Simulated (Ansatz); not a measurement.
# One base run on HfO₂ (P4_2/nmc, 6 atoms in the cell) and variants with one or two settings moved

```yaml
crystal:
  lattice:
    - [3.58079, 0.00000, 0.00000]
    - [0.00000, 3.58079, 0.00000]
    - [0.00000, 0.00000, 5.20496]
  atoms:
    - { symbol: Hf, position: [0.50000, 0.50000, 0.50000] }
    - { symbol: Hf, position: [0.00000, 0.00000, 0.00000] }
    - { symbol: O, position: [0.00000, 0.50000, 0.69721] }
    - { symbol: O, position: [0.00000, 0.50000, 0.19721] }
    - { symbol: O, position: [0.50000, 0.00000, 0.80279] }
    - { symbol: O, position: [0.50000, 0.00000, 0.30279] }
```

Base run A: PBE0, PAW files made with PBE (Ansatz, an electronic-structure program), self-consistent single point.

Its settings: basis.ecutwfc = 420 eV; kpoints.mp_grid.grid = 5 5 4; hamiltonian.xc = pbe0; hamiltonian.pseudopotentials = {kind: paw} (the program's default PAW files); scf.occupations.method = gaussian; scf.occupations.width = 0.01 eV.

The starting cell comes from a database of computed structures (which also holds hypothetical and non-ambient phases and stackings), without a prior relaxation at this level. Its lattice was rescaled by a random factor within 2.5 % of one. Spin-orbit coupling is off. Ansatz's pressure includes its estimate of the finite-basis (Pulay) stress.

ΔF is the free energy per atom less that of run A. A dash stands where there is no value to compare (another energy zero or no entropy term, no result, no spin, no clean gap, or a mesh too coarse for one). Absolute energies have different zeros for different potentials, functionals, Hubbard and dispersion terms and are not compared across them.

Run A gave: pressure (GPa) -0.92; largest force (eV/Å) 0.008; gap on the mesh (eV) 7.095; k-points 18.

Runs:
- B: hamiltonian.xc: pbe0 → pbe [PBE]
- C: hamiltonian.xc: pbe0 → hse06 [HSE06]
- D: kpoints.mp_grid.grid: 5 5 4 → 4 4 3; kpoints.mp_grid.shift: default → 0.5 0.5 0.5
- E: scf.convergence.dr2_threshold: default (1e-07 eV) → 0.0001 eV
- F: scf.exx.singularity: default → wigner_seitz
- G: scf.mixing.algorithm: default (the program chose MSR1) → anderson; scf.mixing.beta: default → 0.1
- H: scf.mixing.algorithm: default (the program chose MSR1) → anderson; scf.mixing.ndim: default → 4

**Question.** What does run C change against A?

**Answer.** The pressure moves little (-0.92 to -1.01 GPa), the largest force hardly changes (0.008 to 0.005 eV/Å) and the gap on the mesh goes from 7.095 to 6.339 eV.

**Question.** What does run D change against A?

**Answer.** The free energy hardly moves (within 1 meV/atom), the pressure moves little (-0.92 to -0.93 GPa), the largest force hardly changes (0.008 to 0.009 eV/Å) and the gap on the mesh goes from 7.095 to 7.709 eV.

```csv
run,ΔF (meV/atom),pressure (GPa),largest force (eV/Å),gap on the mesh (eV),k-points
A,0.00,-0.92,0.008,7.095,18
B,–,4.96,0.036,4.697,18
C,–,-1.01,0.005,6.339,18
D,-0.13,-0.93,0.009,7.709,6
E,0.00,-0.92,0.008,7.095,18
F,–,-0.92,0.008,7.095,18
G,0.00,-0.92,0.008,7.095,18
H,0.00,-0.92,0.008,7.095,18
```

Keys are those of Ansatz 0.2.
